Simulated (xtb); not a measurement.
xtb 6.7.1, GFN2-xTB: C[SiH2]c1cc[c]([Al]([CH3])[CH3])cc1, 26 atoms. The geometry is a generated start, not checked to be a minimum at this level.

| Property | Value |
|---|---|
| run flags | --grad |
| method | GFN2-xTB |
| --acc | 1 (default) |
| --etemp (K) | 300 (default) |
| basis functions | 71 |
| valence electrons | 58 |

```xyz
26

Si    -3.7137    -0.6708    -0.4470
C     -4.5082     0.9918     0.0208
C     -1.8422    -0.5279    -0.2365
C     -1.2559    -0.5812     1.0271
C      0.1071    -0.4265     1.1928
C      0.9569    -0.2257     0.0984
C      0.3607    -0.1899    -1.1669
C     -1.0041    -0.3328    -1.3310
Al     2.9259     0.0739     0.2226
C      3.9863    -0.2898    -1.4253
C      3.7241     0.7682     1.9130
H     -4.0214    -0.9938    -1.8467
H     -4.2281    -1.7323     0.4295
H     -4.1918     1.7822    -0.6545
H     -5.5912     0.9352    -0.0199
H     -4.2298     1.2925     1.0271
H     -1.8857    -0.7459     1.8948
H      0.5334    -0.4616     2.1911
H      0.9933    -0.0428    -2.0384
H     -1.4337    -0.2906    -2.3248
H      4.0697     0.5808    -2.0846
H      3.5447    -1.0911    -2.0282
H      5.0126    -0.5942    -1.1951
H      3.1528     0.5068     2.8092
H      3.7921     1.8625     1.9058
H      4.7462     0.4026     2.0665
```

One run each on 1 thread. Values of broydamp tried: 0.02, 0.05, 0.1, 0.2, 0.4 (default), 0.6, 0.8, 1.

Question: Which value of broydamp needs the fewest SCC iterations, and what happens away from it?

Answer: Fewest SCC iterations, within one of each other: 0.2 with 15, 0.4 (default) with 14, 0.6 with 15. The count rises to 23 at 0.02. All converge to one solution.

```
broydamp       SCC iterations            end
-------------  --------------  -------------
0.02                       23  same solution
0.05                       21  same solution
0.1                        18  same solution
0.2                        15  same solution
0.4 (default)              14  same solution
0.6                        15  same solution
0.8                        16  same solution
1                          18  same solution
```
